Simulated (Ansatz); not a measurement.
Consider BeTe in the zinc blende structure (space group F-43m, No. 216).

```cif
data_BeTe
_chemical_formula_sum 'Te1 Be1'
_space_group_name_H-M_alt 'P 1'
_space_group_IT_number 1
_cell_length_a 4.00006
_cell_length_b 4.00006
_cell_length_c 4.00006
_cell_angle_alpha 60.000
_cell_angle_beta 60.000
_cell_angle_gamma 60.000
loop_
_space_group_symop_operation_xyz
  'x, y, z'
loop_
_atom_site_label
_atom_site_type_symbol
_atom_site_fract_x
_atom_site_fract_y
_atom_site_fract_z
_atom_site_occupancy
Te1 Te 0.75000 0.75000 0.75000 1
Be1 Be 0.00000 0.00000 0.00000 1
```

Level of theory: r2SCAN/PAW in Ansatz (a program for electronic structure), spin-orbit coupling left out.

For the base:

| Property | Value |
|---|---|
| Electron mass | 2.1 mₑ along k, 0.25 mₑ across (at X) |

It is then changed as follows: every lattice vector is stretched by 0.41 %; the atoms relax in the strained cell.

Question: What happens to the electron mass?

Answer: The electron mass stays 2.1 mₑ along k, 0.25 mₑ across (at X).

Question: What happens to the energy relative to the base?

Answer: The energy grows by 0.6 meV/atom.

Spin-orbit coupling, missing from the scalar runs, can matter with Te. The levels and masses belong to the bands next to the band gap. Effective masses come from finite differences of ±0.01 Å⁻¹. Along k means along the line from Γ to the band edge. No phonon test of stability was made.
